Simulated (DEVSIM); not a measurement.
Device: Si n-i-p diode, at 300 K.

Layer 1 from the left is Si, thickness (μm) 1.70, Nd (cm⁻³) 3.9e18, τn (s) 0.00098, τp (s) 0.00098. Layer 2 from the left is Si, thickness (μm) 15.0, Na (cm⁻³) 9.9e13, τn (s) 0.00098, τp (s) 0.00098. Layer 3 from the left is Si, thickness (μm) 1.50, Na (cm⁻³) 4.2e18, τn (s) 0.00098, τp (s) 0.00098.

Left contact: ohmic. Right contact: ohmic. Voltage is applied to the left contact. Recombination: SRH at mid-gap, radiative, Auger. Mobility is constant in doping.

This is a model device: material constants are rounded textbook-type values typed into the input, and sizes, dopings and lifetimes were drawn at random. Values at 300 K.

Si: gap (eV) 1.124, affinity (eV) 4.05, permittivity 11.7, Nc (cm⁻³) 2.86e19, Nv (cm⁻³) 3.1e19, μn (cm²/Vs) 1417, μp (cm²/Vs) 470, B (cm³/s) 4.7e-15, Cn (cm⁶/s) 2.8e-31, Cp (cm⁶/s) 9.9e-32.

Simulated with DEVSIM: 1D drift-diffusion, Boltzmann statistics, complete ionisation; no tunnelling, impact ionisation, image-force lowering or self-heating.

**Question.** What does the simulation give for the dark forward voltage at 1 A/cm², the dark forward voltage at 100 A/cm², the potential step across the device at zero bias?

**Answer.** dark forward voltage at 1 A/cm² 0.706 V; dark forward voltage at 100 A/cm² 0.830 V; potential step across the device at zero bias 1.021 V.
